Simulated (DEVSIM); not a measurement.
System: abrupt Si p-n junction, at 350 K.

Layer 1 from the left is Si, thickness (μm) 9.20, Na (cm⁻³) 1e19, τn (s) 1.5e-6, τp (s) 1.5e-6. Layer 2 from the left is Si, thickness (μm) 3.80, Nd (cm⁻³) 1.9e17, τn (s) 1.5e-6, τp (s) 1.5e-6.

Left contact: ohmic. Right contact: ohmic. Voltage is applied to the left contact. Recombination: SRH at mid-gap, Auger. Gap narrowing is on: ΔEg = 6.92 meV × (l + √(l² + 0.5)), l = ln(N/1.3e17 cm⁻³), shared equally by both band edges. Mobility is constant in doping.

Constants are typed, rounded textbook-type inputs, not results; the design itself was drawn at random and stands for no fabricated device. Values at 300 K; Nc and Nv go as T^1.5, mobilities as T to minus their exponent, the gap by Varshni's rule with the affinity fixed.

Si: gap (eV) 1.124, affinity (eV) 4.05, permittivity 11.7, Nc (cm⁻³) 2.86e19, Nv (cm⁻³) 3.1e19, μn (cm²/Vs) 1417, μp (cm²/Vs) 470, T exponent of μn 2.3, T exponent of μp 2.2, Cn (cm⁶/s) 2.8e-31, Cp (cm⁶/s) 9.9e-32, Varshni α (eV/K) 0.000473, Varshni β (K) 636.

Model (solved in DEVSIM): 1D drift-diffusion, Boltzmann statistics, complete ionisation; no tunnelling, impact ionisation, image-force lowering or self-heating.

Task: What does the simulation give for the dark forward voltage at 100 A/cm², the potential step across the device at zero bias, the largest field in the device at zero bias?

Result: dark forward voltage at 100 A/cm² 0.718 V; potential step across the device at zero bias 0.877 V; largest field in the device at zero bias 240000 V/cm.
